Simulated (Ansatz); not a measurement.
W on the Si site (W_Si) in metastable 2H silicon carbide: one set of geometries, relaxed with PBE, evaluated in Ansatz (PAW, plane waves to 420 eV, 500 eV under r2SCAN) with PBE, r2SCAN.

Details: 96-site cell; 2×2×2 shifted k-points; start: the Si site; no spin–orbit coupling; not converged in cell size; flagged in the runs: a host whose relaxation on this sampling wasn't shown to rest.

```csv
quantity,PBE,r2SCAN
host gap (eV),2.31,?
"neutral formation energy against silicon, bcc W (eV)",4.42,?
largest moment on one atom at charge 0 (μB),0.67,?
```

Problem. Given the lower rungs, what does r2SCAN give?

Solution. 
- host gap (eV), r2SCAN: 2.68
- neutral formation energy against silicon, bcc W (eV), r2SCAN: 4.32
- largest moment on one atom at charge 0 (μB), r2SCAN: 0.73

Ansatz is a program for electronic structure.
